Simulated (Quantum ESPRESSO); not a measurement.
A working Quantum ESPRESSO input for CsSnI3 (Pnma, 20 atoms in the cell) (DFT, LDA (PZ), plane waves, GBRV 1.5 ultrasoft (LDA) pseudopotentials):

```fortran
&CONTROL
    calculation = 'scf',
    outdir = './out',
    pseudo_dir = './',
    verbosity = 'high',
    tprnfor = .true.,
    tstress = .true.,
/
&SYSTEM
    ibrav = 0,
    nat = 20,
    ntyp = 3,
    ecutwfc = 40,
    ecutrho = 200,
    occupations = 'smearing',
    smearing = 'gaussian',
    degauss = 0.0036749,
/
&ELECTRONS
    conv_thr = 1.0d-9,
    mixing_beta = 0.4,
/
ATOMIC_SPECIES
Cs   132.9055  cs_lda_v1.uspp.F.UPF
Sn   118.7100  sn_lda_v1.4.uspp.F.UPF
I    126.9045  i_lda_v1.uspp.F.UPF
CELL_PARAMETERS {angstrom}
  10.334848000     0.000000000     0.000000000
   0.000000000     4.664157000     0.000000000
   0.000000000     0.000000000    17.519078000
ATOMIC_POSITIONS {angstrom}
Cs    6.037101459    1.166039250    2.976491352
Cs    4.297746541    3.498117750   14.542586648
Cs    9.465170541    3.498117750   11.736030352
Cs    0.869677459    1.166039250    5.783047648
Sn    8.695327713    1.166039250   16.434647072
Sn    1.639520287    3.498117750    1.084430928
Sn    6.806944287    3.498117750    7.675108072
Sn    3.527903713    1.166039250    9.843969928
I     5.444914669    3.498117750   10.784744417
I     4.889933331    1.166039250    6.734333583
I    10.057357331    1.166039250    2.025205417
I     0.277490669    3.498117750   15.493872583
I     8.205972661    3.498117750    5.104358566
I     2.128875339    1.166039250   12.414719434
I     7.296299339    1.166039250   13.863897566
I     3.038548661    3.498117750    3.655180434
I     6.884145601    3.498117750   17.495076863
I     3.450702399    1.166039250    0.024001137
I     8.618126399    1.166039250    8.735537863
I     1.716721601    3.498117750    8.783540137
K_POINTS {automatic}
2 3 1  0 0 0
```

The run converged in 11 iterations: free energy E − TS -22658.8526 eV; top of the valence band (on the code's own zero) 3.96 eV; gap on the k-point mesh 1.91 eV; pressure -0.59 GPa; largest force (vector length) 0.217 eV/Å. Each of these slips is then made, one at a time:

(1)
```diff
-    ntyp = 3,
+    ntyp = 4,
```

(2)
```diff
-    ecutwfc = 40,
+    ecutwfc = 40.0,
-I     1.716721601    3.498117750    8.783540137
+I     1,716721601    3,498117750    8,783540137
```

Task: What happens in each case?

Result: 
(1) A species count that does not match the list of species. The program stopped before any SCF iteration.
```
Error in routine  card_atomic_species (5010):
cannot read atomic specie from: CELL_PARAMETERS {angstrom}
```

(2) Decimal commas. The program stopped before any SCF iteration.
```
Error in routine card_atomic_positions (1):
Error while parsing atomic position card.
```

The starting cell comes from a database of computed structures (which also holds hypothetical and non-ambient phases and stackings), without a prior relaxation at this level. Its lattice was rescaled by a random factor within 2.5 % of one. Spin-orbit coupling is off.

Left out of this page: 3 runs of the series outside the window shown, repeating another row's setting, or not comparable; 1 run of the series stopped by limits of time or memory.
